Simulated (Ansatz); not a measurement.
Worked calculations on one periodic cell of amorphous Ga24O39La2: Ga24O39La2, 65 atoms, volume 828.5 Å³, made by a melt-quench on the CHGNet potential and relaxed with DFT. O atoms were pushed apart under 1.9 Å during the dynamics, to hinder bonds among them. It is a model cell: composition and starting density were chosen by hand, and all elements were melted together. Cycles of charging were run to anneal it. Computed with PBE, scalar-relativistic without spin-orbit coupling (plane waves to 420 eV, PAW; Ansatz, a first-principles code). Sampling: a 2×2×2 Γ-centred mesh; Fermi-Dirac width 0.02 eV; no spin polarisation. Its volume was held where the quench left it, its shape was free, and it stands at a mean pressure of 2.6 GPa with stress components up to 2.8 GPa; the relaxation ran on the zone centre alone. Its density went from a set 5.16 to 5.16 g/cm³. The cell is small and was quenched far faster than a real film, so it is one sample of the glass.

Count formal charges (Ga +3, O -2, La +3). What does the count lead one to expect at the Fermi level, and what does the calculation give?

24 × (+3) + 39 × (-2) + 2 × (+3) = 0. The charges balance, so the anion-derived valence states can be full and a gap can open. On this mesh the highest filled and lowest empty level lie 1.96 eV apart, the PBE gap of this cell, with a localised state at one edge or both.

Four energies for an added electron at PBE on the zone centre alone (charged cells in a uniform background, spin-polarised): neutral at the neutral geometry -125444.967 eV; charged at the neutral geometry -125436.544 eV; charged and relaxed -125436.565 eV; neutral at the charged geometry -125444.945 eV.

Find the two relaxation energies and their sum, the reorganisation energy.

On charging: -125436.544 − (-125436.565) = 0.021 eV. On discharging: -125444.945 − (-125444.967) = 0.022 eV. The sum is 0.043 eV. The carrier's level spreads over 60 of the 65 atoms' worth, more than a fifth of the atoms or a third of the atoms of its main element (six at least), and the sum is small, so it counts as a band carrier, whose relaxation energy shrinks as the cell grows. PBE's self-interaction favours spread-out carriers, so a hybrid can localise more.

Four energies for a hole at PBE on the zone centre alone (charged cells in a uniform background, spin-polarised): neutral at the neutral geometry -125444.967 eV; charged at the neutral geometry -125451.290 eV; charged and relaxed -125451.470 eV; neutral at the charged geometry -125444.632 eV.

Find the two relaxation energies and their sum, the reorganisation energy.

On charging: -125451.290 − (-125451.470) = 0.180 eV. On discharging: -125444.632 − (-125444.967) = 0.335 eV. The sum is 0.515 eV. The carrier's level spreads over 7 of the 65 atoms' worth, so it counts as partly localised, most on one O atom with neighbours Ga 1.85 Å, Ga 1.93 Å, Ga 2.04 Å (neutral geometry). The values are uncorrected: the image energy of a point charge in this cell, 2.84 × 14.40 / (2 × 9.4) = 2.2 eV before screening, is screened by electrons alone at the fixed geometry and by ions too after relaxing, and the carrier can be spread before it relaxes, so each term can be off by up to that value times 1/ε∞, some tenths of an eV. PBE's self-interaction favours spread-out carriers, so a hybrid can localise more.
